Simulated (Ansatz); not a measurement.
## A computed series for Pt: response to strain

Take Pt in the fcc (Cu type) structure (space group Fm-3m, No. 225; a = 3.9721 Å; relaxed with 0.1 eV smearing) as the base.

Strains are applied to the cell and any free atomic positions relax.

Calculations: PBE (Ansatz, a first-principles code, PAW, no spin-orbit coupling).

Candidates:
(a) isotropic strain +1.00 %
(b) isotropic strain +1.50 %
(c) isotropic strain −1.00 %
(d) isotropic strain +0.50 %

Notes on the quantities. energy relative to the base: free energy F.

### Question
Order them by energy relative to the base, highest first.

### Answer
(b) isotropic strain +1.50 % (+23 meV/atom), (c) isotropic strain −1.00 % (+11 meV/atom), (a) isotropic strain +1.00 % (+10 meV/atom), (d) isotropic strain +0.50 % (+2.7 meV/atom)

Whether these cells are dynamically stable was not tested. All final runs are without spin polarisation. Pt lies near a magnetic instability that expansion can trigger; it was not tested.
